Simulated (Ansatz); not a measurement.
Consider the following.

```xyz
2
Lattice="0.0000 3.0668 3.0284 3.0668 0.0000 3.0284 3.0668 3.0668 0.0000" Properties=species:S:1:pos:R:3 pbc="T T T"
Sb     4.6001     4.6001     4.5426
Ga     0.0000     0.0000     0.0000
```

No spin polarisation.

All numbers come from Kohn–Sham DFT with the r2SCAN functional, run in Ansatz (an electronic-structure program) with PAW and 500 eV plane waves, no spin-orbit coupling, earlier PAW set. k-mesh 13×13×13 (Γ-centred); smearing 0.05 eV (Fermi–Dirac).

Q: What electron mass does the calculation give?

A: 0.026 mₑ along z, 0.029 mₑ across (at Γ).

Q: What band gap does the calculation give?

A: 0.46 eV.

Spin-orbit coupling, missing from the scalar runs, can matter with Sb. The cells carry an imposed strain or load. Masses are band curvatures over ±0.01 Å⁻¹ around the edge. Whether these cells are dynamically stable was not tested. The cell was made from GaSb in the zinc blende structure (space group F-43m, No. 216) by this change: uniaxial strain ε_zz = −1.25 %.
